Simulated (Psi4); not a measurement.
Psi4 1.11, M06-L/def2-svp: trisilane ([SiH3][SiH2][SiH3]), 11 atoms. The geometry is a generated start, not checked to be a minimum at this level.

| Item | Value |
|---|---|
| task | gradient |
| method | m06-l |
| basis | def2-svp |
| memory | 7 GB |
| scf_type | df (default) |
| guess | auto, which took SAD (default) |
| diis_max_vecs | 10 (default) |
| scf_initial_accelerator | adiis (default) |
| e_convergence | 1e-08 (default) |
| d_convergence | 1e-08 (default) |
| basis functions (reference run) | 94 |
| grid points (reference run) | 2008876 |

```xyz
11

Si     1.8335     0.7200    -0.0490
Si     0.1855    -0.9070    -0.1083
Si    -1.9632    -0.0679     0.1261
H      3.2046     0.2197    -0.1734
H      1.6461     1.6902    -1.1301
H      1.7791     1.4733     1.2067
H      0.4397    -1.9227     0.9286
H      0.2842    -1.6865    -1.3553
H     -2.2632     0.9045    -0.9286
H     -2.1121     0.6433     1.3984
H     -3.0342    -1.0671     0.0849
```

Yardstick: the run with dft_radial_points = 200, dft_spherical_points = 974, dft_pruning_scheme = none (default), which is not proven converged either. Single runs; times are not shown.

Settings tried, all else as in the reference:
- dft_radial_points = 75 (default), dft_spherical_points = 302 (default), dft_pruning_scheme = robust
- dft_radial_points = 25, dft_spherical_points = 50
- dft_radial_points = 75 (default), dft_spherical_points = 302 (default), dft_pruning_scheme = treutler
- dft_radial_points = 75 (default), dft_spherical_points = 434
- dft_radial_points = 35, dft_spherical_points = 110
- dft_radial_points = 75 (default), dft_spherical_points = 302 (default)
- dft_radial_points = 99, dft_spherical_points = 590
- dft_radial_points = 99, dft_spherical_points = 590, dft_pruning_scheme = treutler
- dft_radial_points = 150, dft_spherical_points = 770
- dft_radial_points = 99, dft_spherical_points = 590, dft_pruning_scheme = robust
- dft_radial_points = 50, dft_spherical_points = 194

Question: Which of these stay within 0.10 meV/atom in energy, 1.0 meV/Å in forces (largest component) of the reference run?

Answer: Within it: dft_radial_points = 150, dft_spherical_points = 770. Outside: dft_radial_points = 99, dft_spherical_points = 590, dft_pruning_scheme = robust; dft_radial_points = 99, dft_spherical_points = 590; dft_radial_points = 99, dft_spherical_points = 590, dft_pruning_scheme = treutler; dft_radial_points = 75 (default), dft_spherical_points = 302 (default), dft_pruning_scheme = robust; dft_radial_points = 75 (default), dft_spherical_points = 302 (default); dft_radial_points = 75 (default), dft_spherical_points = 434; dft_radial_points = 75 (default), dft_spherical_points = 302 (default), dft_pruning_scheme = treutler; dft_radial_points = 50, dft_spherical_points = 194; dft_radial_points = 35, dft_spherical_points = 110; dft_radial_points = 25, dft_spherical_points = 50.

| setting | grid points | energy against the reference | difference in forces (largest component) |
|---|---|---|---|
| the reference | 2008876 | — | — |
| dft_radial_points = 150, dft_spherical_points = 770 | 1197516 | −0.0056 meV/atom | 0.55 meV/Å |
| dft_radial_points = 99, dft_spherical_points = 590, dft_pruning_scheme = robust | 426293 | −0.026 meV/atom | 2.0 meV/Å |
| dft_radial_points = 99, dft_spherical_points = 590 | 607165 | −0.034 meV/atom | 2.2 meV/Å |
| dft_radial_points = 99, dft_spherical_points = 590, dft_pruning_scheme = treutler | 318317 | −0.30 meV/atom | 52 meV/Å |
| dft_radial_points = 75 (default), dft_spherical_points = 302 (default), dft_pruning_scheme = robust | 162639 | +0.31 meV/atom | 55 meV/Å |
| dft_radial_points = 75 (default), dft_spherical_points = 302 (default) | 236745 | +0.19 meV/atom | 57 meV/Å |
| dft_radial_points = 75 (default), dft_spherical_points = 434 | 340239 | +0.26 meV/atom | 65 meV/Å |
| dft_radial_points = 75 (default), dft_spherical_points = 302 (default), dft_pruning_scheme = treutler | 130695 | +0.038 meV/atom | 94 meV/Å |
| dft_radial_points = 50, dft_spherical_points = 194 | 103098 | −9.5 meV/atom | 170 meV/Å |
| dft_radial_points = 35, dft_spherical_points = 110 | 41042 | −130 meV/atom | 120 meV/Å |
| dft_radial_points = 25, dft_spherical_points = 50 | 13374 | +190 meV/atom | 72 meV/Å |

Total energies are compared; such shifts often cancel in part in energy differences. The gradients leave out the derivatives of the grid weights. The tolerance is a choice made for this comparison.
